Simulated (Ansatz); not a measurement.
The starting structures come from a database of crystals and need not be the phases stable at ambient conditions.

Here is the system:

```
CELL_PARAMETERS angstrom
      6.86494     0.00000     0.00000
     -1.36815    10.68064     0.00000
      0.00000     4.44413     5.26459
ATOMIC_POSITIONS crystal
  Y  0.25006 0.13845 0.80739
  Y  0.74994 0.86155 0.19261
  Y  0.24994 0.86155 0.58429
  Y  0.75006 0.13845 0.41571
  Y  0.32150 0.57558 0.27998
  Y  0.67850 0.42442 0.72002
  Y  0.17850 0.42442 0.93114
  Y  0.82150 0.57558 0.06886
  S  0.03042 0.07612 0.20088
  S  0.96958 0.92388 0.79912
  S  0.46958 0.92388 0.85312
  S  0.53042 0.07612 0.14688
  S  0.57602 0.68068 0.68588
  S  0.42398 0.31932 0.31412
  S  0.92398 0.31932 0.54724
  S  0.07602 0.68068 0.45276
  O  0.64955 0.61659 0.29631
  O  0.35045 0.38341 0.70369
  O  0.85045 0.38341 0.02949
  O  0.14955 0.61659 0.97051
```

Space group of this cell: P2_1/c. The cell is taken as given.

Transport runs along the normal of the first two printed cell vectors.

The gap is the functional's own, uncorrected, and κ follows it; spin-orbit coupling is left out. Mid-gap values are interpolated between the computed energies.

Problem. Compute, with r2SCAN (Ansatz, a first-principles code), the band gap and the smallest decay constant κ at mid-gap.

Solution. Gap 2.95 eV on a 6×6×6 mesh; κ = 0.277 1/Å, at the zone centre.
